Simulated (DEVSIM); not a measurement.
Device: In0.49Ga0.51P/GaAs n-p heterojunction, at 300 K.

| layer (left to right) | material | thickness (μm) | Nd (cm⁻³) | Na (cm⁻³) | τn (s) | τp (s) |
|---|---|---|---|---|---|---|
| 1 | In0.49Ga0.51P | 0.150 | 2.1e17 | - | 7.2e-10 | 7.2e-10 |
| 2 | GaAs | 1.10 | - | 1.4e18 | 7.2e-10 | 7.2e-10 |

Left contact: ohmic. Right contact: ohmic. Voltage is applied to the left contact. Recombination: SRH at mid-gap, radiative, Auger. Mobility is constant in doping.

The device is made up for the run: typed textbook-type constants, with dimensions and the other settings drawn at random. Values at 300 K.

```csv
parameter,In0.49Ga0.51P,GaAs
gap (eV),1.89,1.424
affinity (eV),4,4.07
permittivity,11.8,12.9
Nc (cm⁻³),9e17,4.7e17
Nv (cm⁻³),1.3e19,9e18
μn (cm²/Vs),1500,8500
μp (cm²/Vs),80,400
B (cm³/s),1e-10,2e-10
Cn (cm⁶/s),3e-30,1e-30
Cp (cm⁶/s),3e-30,1e-30
```

DEVSIM, 1D drift-diffusion, Boltzmann statistics, complete ionisation; no tunnelling, impact ionisation, image-force lowering or self-heating. Band offsets follow the typed affinities; no thermionic-emission limit at abrupt steps, no polarisation charge.

Problem. Give the dark forward current.

Solution. 
(V (V), J (A/cm²)): (-0.05, -3.3e-14); (-0.15, -3.2e-13); (-0.25, -2.4e-12); (-0.35, -1.8e-11); (-0.45, -1.7e-10); (-0.55, -3.0e-9); (-0.65, -1.1e-7); (-0.70, -7.1e-7); (-0.80, -3.3e-5); (-0.90, -0.0016); (-1.00, -0.075); (-1.10, -3.6); (-1.20, -170); (-1.30, -7000)
